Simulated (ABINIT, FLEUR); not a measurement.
A FLEUR input for a self-consistent single point of Cu2Te (P6/mmm, 6 atoms in the cell) (DFT, PBEsol, all-electron FLAPW (FLEUR), scalar-relativistic valence):

Input of the input generator:

```
scf Cu2Te
&input film=f /
8.2627210218 0.0000001470 0.0000000000
-4.1313606382 7.1557262357 0.0000000000
0.0000000000 0.0000000000 16.3631441823
1.0
1.0 1.0 1.0

6
29 0.6666666667 0.3333333333 0.1519500000
29 0.3333333333 0.6666666667 0.8480500000
29 0.3333333333 0.6666666667 0.1519500000
29 0.6666666667 0.3333333333 0.8480500000
52 0.0000000000 0.0000000000 0.2661900000
52 0.0000000000 0.0000000000 0.7338100000

&comp jspins=1 /
&exco xctyp='PBEs' /
&kpt div1=7 div2=7 div3=3 /
&end /
```

```xml
<?xml version="1.0" encoding="UTF-8" standalone="no"?>
<fleurInput fleurInputVersion="0.39">
   <comment>
      scf Cu2Te                                                                                           
   </comment>
   <calculationSetup>
      <cutoffs Kmax="3.9" Gmax="11.7" GmaxXC="11.7" numbands="0"/>
      <scfLoop itmax="60" minDistance="0.00001" maxIterBroyd="99" imix="Anderson" alpha="0.05" precondParam="0.0" spinf="2.0"/>
      <coreElectrons ctail="T" frcor="F" kcrel="0" coretail_lmax="0"/>
      <xcFunctional name="PBEs" relativisticCorrections="F"/>
      <magnetism jspins="1"/>
      <soc l_soc="F" theta="0.0" phi="0.0" spav="F"/>
      <expertModes spex="0" secvar="F"/>
      <geometryOptimization l_f="T" forcealpha="1.0" forcemix="BFGS" epsdisp="0.00001" epsforce="0.00001"/>
      <ldaU l_linMix="F" mixParam="0.05" spinf="1.0"/>
   </calculationSetup>
   <cell>
      <bzIntegration valenceElectrons="76.0" mode="gauss" fermiSmearingEnergy="0.00499791">
         <kPointListSelection listName="default-1"/>
         <!-- k-points included here -->
         <xi:include xmlns:xi="http://www.w3.org/2001/XInclude" href="kpts.xml"> </xi:include>
      </bzIntegration>
      <!-- symmetry operations included here -->
      <xi:include xmlns:xi="http://www.w3.org/2001/XInclude" href="sym.xml"> </xi:include>
      <bulkLattice scale="1.0">
         <bravaisMatrix>
            <row-1>    8.2627210217999991     0.0000001470000000     0.0000000000000000</row-1>
            <row-2>   -4.1313606382000003     7.1557262357000004     0.0000000000000000</row-2>
            <row-3>    0.0000000000000000     0.0000000000000000    16.3631441823000010</row-3>
         </bravaisMatrix>
      </bulkLattice>
   </cell>
   <atomSpecies>
      <species name="Copper (Cu)" element="Cu" atomicNumber="29">
         <mtSphere radius="2.23" gridPoints="771" logIncrement="0.016"/>
         <atomicCutoffs lmax="8" lnonsphr="6"/>
         <electronConfig flipSpins="F">
            <coreConfig>(1s1/2) (2s1/2) (2p1/2) (2p3/2) (3s1/2) (3p1/2) (3p3/2)</coreConfig>
            <valenceConfig>(4s1/2) (3d3/2) (3d5/2)</valenceConfig>
            <stateOccupation state="(4s1/2)" spinUp="0.5" spinDown="0.5"/>
         </electronConfig>
         <energyParameters s="4" p="4" d="3" f="4"/>
         <lo type="HELO" l="2" n="4" eDeriv="0"/>
      </species>
      <species name="Tellurium (Te)" element="Te" atomicNumber="52">
         <mtSphere radius="2.56" gridPoints="883" logIncrement="0.015"/>
         <atomicCutoffs lmax="10" lnonsphr="8"/>
         <electronConfig flipSpins="F">
            <coreConfig>(1s1/2) (2s1/2) (2p1/2) (2p3/2) (3s1/2) (3p1/2) (3p3/2) (4s1/2) (3d3/2) (3d5/2) (4p1/2) (4p3/2)</coreConfig>
            <valenceConfig>(5s1/2) (4d3/2) (4d5/2) (5p1/2) (5p3/2)</valenceConfig>
            <stateOccupation state="(5p1/2)" spinUp="0.6666666666667" spinDown="0.6666666666667"/>
            <stateOccupation state="(5p3/2)" spinUp="1.3333333333333" spinDown="1.3333333333333"/>
         </electronConfig>
         <energyParameters s="5" p="5" d="5" f="4"/>
         <lo type="SCLO" l="2" n="4" eDeriv="0"/>
      </species>
   </atomSpecies>
   <atomGroups>
      <atomGroup species="Copper (Cu)">
         <relPos label="                   1">-1.000/3.000 1.000/3.000 .1519500000</relPos>
         <relPos label="                   2">1.000/3.000 -1.000/3.000 -.1519500000</relPos>
         <relPos label="                   3">1.000/3.000 -1.000/3.000 .1519500000</relPos>
         <relPos label="                   4">-1.000/3.000 1.000/3.000 -.1519500000</relPos>
         <force calculate="T" relaxXYZ="TTT"/>
      </atomGroup>
      <atomGroup species="Tellurium (Te)">
         <relPos label="                   5">.0000000000 .0000000000 .2661900000</relPos>
         <relPos label="                   6">.0000000000 .0000000000 -.2661900000</relPos>
         <force calculate="T" relaxXYZ="TTT"/>
      </atomGroup>
   </atomGroups>
   <output dos="F" band="F" slice="F">
      <checks vchk="F" cdinf="F"/>
      <bandDOS minEnergy="-.5*Htr" maxEnergy="0.5*Htr" sigma="0.015" storeEVData="T"/>
      <vacuumDOS vacdos="F" integ="F" star="F" nstars="0" locx1="0.0" locy1="0.0" locx2="0.0" locy2="0.0" nstm="0" tworkf="0.0"/>
      <unfoldingBand unfoldBand="F" supercellX="1" supercellY="1" supercellZ="1"/>
      <plotting iplot="0" polar="F">
         <plot TwoD="T" vec1="  1.0  0.0  0.0" vec2="  0.0  1.0  0.0" vec3="  0.0  0.0  1.0" zero="  0.0  0.0  0.0" file="plot"/>
      </plotting>
      <chargeDensitySlicing numkpt="0" minEigenval="0.0" maxEigenval="0.0" nnne="0" pallst="F"/>
      <specialOutput eonly="F"/>
      <magneticCircularDichroism mcd="F" energyLo="-10.0" energyUp="0.0"/>
   </output>
  <!-- We include the file relax.xml here to enable relaxations (see documentation) -->
  <xi:include xmlns:xi="http://www.w3.org/2001/XInclude" href="relax.xml"> <xi:fallback/> </xi:include>
</fleurInput>
```

Translate this input to ABINIT.

One input that does it (others would too):

```
# Cu2Te, JTH v2.0 PBE PAW
pp_dirpath "./"
pseudos "Cu.GGA_PBE-JTH.xml, Te.GGA_PBE-JTH.xml"
acell 8.2627210218 8.2627210218 16.3631441823
rprim
         1.0000000000    0.0000000178    0.0000000000
        -0.5000000154    0.8660253949    0.0000000000
         0.0000000000    0.0000000000    1.0000000000
natom 6
ntypat 2
znucl 29 52
typat 1 1 1 1 2 2
xcart
         2.1862218099    1.2622158023    1.3157355058
        -0.0000000449    2.5244315269    7.3432674941
        -0.0000000449    2.5244315269    1.3157355058
         2.1862218099    1.2622158023    7.3432674941
         0.0000000000    0.0000000000    2.3049400086
         0.0000000000    0.0000000000    6.3540629914
      Angstrom
ecut 60 Ry
pawecutdg 120 Ry
pawxcdev 0
ixc -116133
occopt 7
tsmear 0.136 eV
nband 55
kptopt 1
ngkpt 7 7 3
nshiftk 1
shiftk 0 0 0
nstep 100
tolvrs 1.0e-10
prtwf 0
prtden 0
```

Basis, cutoffs, solver keys and any potentials are the target program's own. This input uses DFT, PBEsol, plane waves, PAW (JTH v2.0 PBE PAW, files made for PBE).

The starting cell comes from a database of computed structures (which also holds hypothetical and non-ambient phases and stackings), without a prior relaxation at this level. Its lattice was rescaled by a random factor within 2.5 % of one.
